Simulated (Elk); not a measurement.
Elk run on GaAg3 (Pm-3m, 4 atoms in the cell): self-consistent single point.

Method of the run: LDA (PW92), all-electron FP-LAPW, Elk's shipped species files, APW+lo basis with extra local orbitals (Elk).

The change in words: lattice scaled by 0.98. Reference geometry:
```
CELL_PARAMETERS angstrom
      4.02783     0.00000     0.00000
      0.00000     4.02783     0.00000
      0.00000     0.00000     4.02783
ATOMIC_POSITIONS crystal
  Ga 0.00000 0.00000 0.00000
  Ag 0.50000 0.00000 0.50000
  Ag 0.00000 0.50000 0.50000
  Ag 0.50000 0.50000 0.00000
```

Reference input (self-consistent single point, DFT, LDA (PW92), all-electron FP-LAPW, Elk's shipped species files, APW+lo basis with extra local orbitals): xctype = 3; rgkmax = 7.5; stype = 3; swidth = 0.00183747 Ha; ngridk = 11 11 11; tforce = true; gmaxvr = 18 1/bohr; lmaxapw = 10; lmaxo = 8; nxlo = 2; lorbcnd = true; lradstp = 2. This run's input differs from it in these lines:

```diff
@@ -49,5 +49,5 @@
 avec
-    4.0278350000    0.0000000000    0.0000000000
-    0.0000000000    4.0278350000    0.0000000000
-    0.0000000000    0.0000000000    4.0278350000
+    3.9472780000    0.0000000000    0.0000000000
+    0.0000000000    3.9472780000    0.0000000000
+    0.0000000000    0.0000000000    3.9472780000
```

The program printed (abridged):

```
│ Self-consistent loop started │
│ Loop number : 1 │
 total energy                :     -17866.5208005
│ Loop number : 2 │
 total energy                :     -17867.4165819
RMS change in Kohn-Sham potential (target) :   0.1183229725     (  0.1000000000E-05)
Absolute change in total energy (target)   :   0.8957814442     (  0.1000000000E-03)
│ Loop number : 3 │
 total energy                :     -17875.4445022
RMS change in Kohn-Sham potential (target) :   0.7028176762E-01 (  0.1000000000E-05)
Absolute change in total energy (target)   :    8.251865673     (  0.1000000000E-03)
│ Loop number : 4 │
   [... lines left out ...]
Absolute change in total energy (target)   :   0.1157895764E-02 (  0.1000000000E-03)
│ Loop number : 15 │
 total energy                :     -17878.6529674
RMS change in Kohn-Sham potential (target) :   0.4214836164E-07 (  0.1000000000E-05)
Absolute change in total energy (target)   :   0.3212525698E-03 (  0.1000000000E-03)
│ Loop number : 16 │
 total energy                :     -17878.6529694
RMS change in Kohn-Sham potential (target) :   0.4827770374E-08 (  0.1000000000E-05)
Absolute change in total energy (target)   :   0.8235601854E-04 (  0.1000000000E-03)
Convergence targets achieved

│ Loop number : 17 │

Energies :
 Fermi                       :     0.311895144332
 total energy                :     -17878.6529699

Density of states at Fermi energy :    31.28616372
 (states/Hartree/unit cell)

Estimated indirect band gap :   0.3439610530E-02
 from k-point     23 to k-point      7
Estimated direct band gap   :   0.8946828473E-02
 at k-point     23

Charges :
 core                        :    102.0000000
 valence                     :    70.00000000
 interstitial                :    4.664221302
 muffin-tins (core leakage)
  species :    1 (Ga)
   atom    1                 :    29.52123125     (  0.1129986579E-02)
  species :    2 (Ag)
   atom    1                 :    45.93818248     (  0.2885510497E-08)
   atom    2                 :    45.93818248     (  0.2885510497E-08)
   [... lines left out ...]
   total force               :     0.00000000    0.00000000    0.00000000
   total magnitude           :     0.00000000
  atom :    3
   Hellmann-Feynman          :     0.00000000    0.00000000    0.00000000
   IBS                       :    -0.00000000    0.00000000    0.00000000
   total force               :    -0.00000000    0.00000000    0.00000000
   total magnitude           :     0.00000000
```

The run converged in 17 iterations. The count includes the last loop, which Elk runs after its targets are met. Against the reference run the free energy drops by 8.1 meV/atom.

The starting cell comes from a database of computed structures (which also holds hypothetical and non-ambient phases and stackings), without a prior relaxation at this level. Its lattice was rescaled by a random factor within 2.5 % of one. For this run, on top of that: lattice scaled by 0.98. Values depend on the basis (sphere radii, cutoffs, local orbitals), which need not be converged. The log's line on a gap gives a spacing of levels on this mesh, which the program prints for metals too.

Cost on one core of a shared machine: roughly 4 min.
